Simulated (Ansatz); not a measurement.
Mn on the Al site in wurtzite AlN: one set of geometries, relaxed with PBE, evaluated in Ansatz (PAW, plane waves to 420 eV, 500 eV under r2SCAN) with PBE, r2SCAN.

Details: 96-site cell; 2×2×2 shifted k-points; start: the Al site; charged states image-corrected; no Hubbard U; finite-size errors of tenths of an eV; flagged in the runs: a host whose relaxation on this sampling wasn't shown to rest.

```tsv
quantity	PBE	r2SCAN
host gap (eV)	4.03	[?]
ε(+1/0) above the VBM (eV)	1.23	[?]
largest moment on one atom at charge +1 (μB)	2.30	[?]
neutral formation energy against fcc Al, fcc-type Mn, layered antiferromagnet (eV)	3.57	[?]
largest moment on one atom at charge 0 (μB)	2.97	[?]
```

Task: Given the lower rungs, what does r2SCAN give?

Result: 
- host gap (eV), r2SCAN: 4.67
- ε(+1/0) above the VBM (eV), r2SCAN: 1.14
- largest moment on one atom at charge +1 (μB), r2SCAN: 2.48
- neutral formation energy against fcc Al, fcc-type Mn, layered antiferromagnet (eV), r2SCAN: 3.33
- largest moment on one atom at charge 0 (μB), r2SCAN: 3.14

Ansatz is a quantum-chemistry and plane-wave program.
